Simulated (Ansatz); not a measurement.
## Input and output of a self-consistent single point for Tl2Pd (C2/c, 6 atoms in the cell) (Ansatz)

Level of theory: LDA (PW92), default PAW files made with PBE (plane waves; Ansatz, an electronic-structure program).

The input file:

Ansatz 0.2 input:
```yaml
# Tl2Pd
crystal:
  lattice:
    - [4.436247, -3.393129, 0.000000]
    - [4.436247, 3.393129, 0.000000]
    - [-3.744479, 0.000000, 4.438325]
  atoms:
    - { symbol: Tl, position_ang: [5.286560, 1.127130, 0.738715] }
    - { symbol: Tl, position_ang: [-0.158545, -1.127130, 3.699610] }
    - { symbol: Tl, position_ang: [1.713695, 1.127130, 1.480448] }
    - { symbol: Tl, position_ang: [3.414320, -1.127130, 2.957877] }
    - { symbol: Pd, position_ang: [3.500127, 3.387700, 1.109581] }
    - { symbol: Pd, position_ang: [1.627888, -3.387700, 3.328744] }
basis:
  ecutwfc: 30.9 Ry
kpoints:
  mp_grid: { grid: [4, 4, 5] }
hamiltonian:
  xc: lda
  pseudopotentials: { kind: paw }
scf:
  occupations: { method: fermi_dirac, width: 0.0073 Ry }
output:
  forces: true
  eigenvalues: true
  stress: true
```

Log, with long lists cut:

```
WARN ansatz: RAYON_NUM_THREADS=1 ignored (pool sized by the plan → 1); use --threads N
Pseudopotentials: kind: paw
Pseudopotential: Tl, paw, valence charge 13
Pseudopotential: Pd, paw, valence charge 18
Crystal: 6 atoms, lattice volume = 133.618 Å³
Basis set: ecut = 420.4159175005146 eV, 2637 PW (Γ)
Bands: 53, of which v1, the nominal top of the filled ones, is band 44 counted from 1 (43 counted from 0)
Symmetry: 4 space group operations
Space group: C2/c (ITA 15), of the structure as read, at distance tolerance 5.1e-5 Å
k-points: 27 of 80
PAW frozen core: Tl, regenerated for the run's functional, and the local potential with it
PAW frozen core: Pd, regenerated for the run's functional, and the local potential with it
Initial density: superposition of atomic densities (neutral atoms: chi_scale 0, normalization atom), corrected by the library's trained network
Initial wavefunctions: pseudopotential atomic-orbital guess
Eigensolver: davidson
Functional: x = slater, c = lda
SCF iter   1: F=—  HF=-58276.518683 eV  |F-HF|=—  |Δ(HF+E_count)|=         —  Δρ=8.90e-3  dr2=1.06e-1  ethr=1.77e-3  ⟨swp⟩=6.5  Hψ=5171  notcnv=0  defer=15
all-band conjugate gradients solve this SCF's bands
preconditioner: auto → Kerker (q_TF=auto, 2.545 Å⁻¹)
SCF iter   2: F=—  HF=-58276.499526 eV  |F-HF|=—  |Δ(HF+E_count)|=   1.92e-2  Δρ=3.70e-3  dr2=1.78e-2  ethr=1.21e-4  ⟨swp⟩=2.0  Hψ=2558  notcnv=0  defer=23
SCF iter   3: F=—  HF=-58276.494887 eV  |F-HF|=—  |Δ(HF+E_count)|=   4.64e-3  Δρ=5.80e-4  dr2=5.10e-4  ethr=2.03e-5  ⟨swp⟩=2.0  Hψ=2230  notcnv=0  defer=23
SCF iter   4: F=—  HF=-58276.494787 eV  |F-HF|=—  |Δ(HF+E_count)|=   1.00e-4  Δρ=1.50e-4  dr2=4.05e-5  ethr=5.79e-7  ⟨swp⟩=2.7  Hψ=2195  notcnv=0  defer=23
SCF iter   5: F=—  HF=-58276.494789 eV  |F-HF|=—  |Δ(HF+E_count)|=   2.23e-6  Δρ=4.01e-5  dr2=3.70e-6  ethr=4.60e-8  ⟨swp⟩=2.5  Hψ=1947  notcnv=0  defer=23
SCF iter   6: F=—  HF=-58276.494788 eV  |F-HF|=—  |Δ(HF+E_count)|=   7.84e-7  Δρ=9.40e-6  dr2=1.11e-7  ethr=4.20e-9  ⟨swp⟩=2.0  Hψ=1832  notcnv=0  defer=23
SCF iter   7: F=-58276.494788 eV  HF=-58276.494788 eV  |F-HF|=3.51e-9  |Δ(HF+E_count)|=   1.74e-8  Δρ=1.83e-6  dr2=7.49e-9  ethr=1.14e-10  ⟨swp⟩=7.9  Hψ=4794  notcnv=0
SCF 1 converged in 7 iterations: F = -58276.494788 eV  dr2 = 7.49e-9
SCF converged after 7 iterations
Free energy (F): -58276.494788 eV
Harris-Foulkes:  -58276.494788 eV  (|F-HF|=3.51e-9)
Internal energy: -58276.390324 eV  (E = F + TS)
E sigma→0 (E₀):  -58276.442556 eV
Entropy (-TS):   -0.104464 eV (-17.411 meV/atom)
Fermi energy:    13.235614 eV
--- Per-component energies (eV) ---
  E_band       = -341.950239
  E_kinetic    = 2369.611238
  E_local      = -8373.884571  (includes V_loc(G=0)·N_el)
  E_nonlocal   = 1733.005382
  E_hartree    = 3349.833722
  E_xc         = -1249.191891
  E_vxc        = -993.222467  (∫ρ·V_xc dr)
  E_paw        = -46726.719111  (= ΣΔE_a)
  E_vpaw       = -1777.126719  (= ΣTr[D̂ρ^β])
  E_aug_tail   = 0.000500  (compensation charges beyond the density's cutoff)
  E_ewald      = -9379.840818
  E_core_change = 0.795224  (= ΣΔE_core)
  E_smearing   = -0.104464  (= −TS)
  E_closure    = 0.000000  (closes the sum)
  Σ components = -58276.494788   (vs F -58276.494788, Δ=0.00e0)
--- Forces (eV/Å), atoms counted from 1 ---
  atom   1  Tl     0.05002298     0.05955462     0.03841913
  atom   2  Tl    -0.05002298    -0.05955462    -0.03841913
  atom   3  Tl    -0.05002298     0.05955462    -0.03841913
  atom   4  Tl     0.05002298    -0.05955462     0.03841913
  atom   5  Pd     0.00000000    -0.00237134     0.00000000
  atom   6  Pd    -0.00000000     0.00237134    -0.00000000
  max |Σ_I F_I| component: 0.00e0 eV/Å
--- Stress (GPa, compression-positive) ---
       -4.867816       0.000000       0.040521
        0.000000      -4.720969       0.000000
        0.040521       0.000000      -4.326519
  P = ⅓ Tr σ = -4.6384 GPa (-46.384 kbar)
  The stress holds the Pulay correction. Without it, at fixed plane waves, as pw.x and ABINIT print it: P = -4.6808 GPa
--- Band table (eV; the first three rows and the last of 27) ---
  k-point 0: bands = ["-70.9090", "-70.9001", "-36.7615", "-36.7327", "-36.7322", "-36.7212", "-36.7175", "-36.6339", "1.4391", "1.5455", "1.5751", "1.5756", "1.6242", "1.6312", "1.6737", "1.7589", "1.7612", "1.7747", "1.8182", "1.9138", "1.9142", [...]
  k-point 1: bands = ["-70.9082", "-70.9010", "-36.7506", "-36.7317", "-36.7313", "-36.7224", "-36.7177", "-36.6457", "1.4786", "1.4826", "1.5194", "1.5514", "1.6273", "1.6448", "1.6780", "1.7392", "1.7451", "1.7679", "1.8720", "1.8794", "1.9091", [...]
  k-point 2: bands = ["-70.9059", "-70.9032", "-36.7305", "-36.7292", "-36.7288", "-36.7253", "-36.7099", "-36.6763", "1.4492", "1.4638", "1.4868", "1.5464", "1.6516", "1.6617", "1.6765", "1.6850", "1.6983", "1.7606", "1.8741", "1.8982", "1.9087", [...]
  k-point 26: bands = ["-70.9059", "-70.9032", "-36.7306", "-36.7293", "-36.7289", "-36.7253", "-36.7098", "-36.6762", "1.4531", "1.4659", "1.5012", "1.5203", "1.6251", "1.6645", "1.6784", "1.7017", "1.7373", "1.7765", "1.8408", "1.8880", "1.8979", [...]
```

The run converged in 7 iterations.

The starting cell comes from a database of computed structures (which also holds hypothetical and non-ambient phases and stackings), without a prior relaxation at this level. Its lattice was rescaled by up to half a per cent. Spin-orbit coupling is off. Spin polarisation is off. With a pressure of about -5 GPa the cell is away from its equilibrium volume at this level. Ansatz's pressure includes its estimate of the finite-basis (Pulay) stress.
